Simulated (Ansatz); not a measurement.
Here is the system:

```xyz
2
Lattice="2.8596 0.0000 0.0000 0.0000 4.0441 0.0000 1.4298 2.0221 1.5306" Properties=species:S:1:pos:R:3 pbc="T T T"
O      0.0000     0.0000     0.0000
Ni     0.0000     2.0221     0.0000
```

Spin-polarised, with starting moments of sign O+ Ni+.

Method: r2SCAN (Ansatz, a program for electronic structure; PAW; 500 eV plane waves; no spin-orbit coupling). k-mesh 13×13×13 (Γ-centred); smearing 0.05 eV (Fermi–Dirac).

Task: Predict the band gap and space group.

Result: 
```json
{
 "band_gap": "0.49 eV",
 "space_group": "Immm (No. 71)"
}
```

The cells carry an imposed strain or load. No phonon test of stability was made. No Hubbard U is applied and the magnetic state is the run's own (NiO ferromagnetic); small cells can't hold the antiferromagnetic order that many such compounds have, so gaps and moments can be off. Where the two band edges lie in opposite spin channels, the gap is a spin-flip gap. The cell was made from NiO in the rock salt structure (space group Fm-3m, No. 225; ferromagnetic) by this change: biaxial strain −3.45 %, plane normal [110], relaxed out of plane. In its common phase, real NiO is an antiferromagnetic insulator at low temperature.
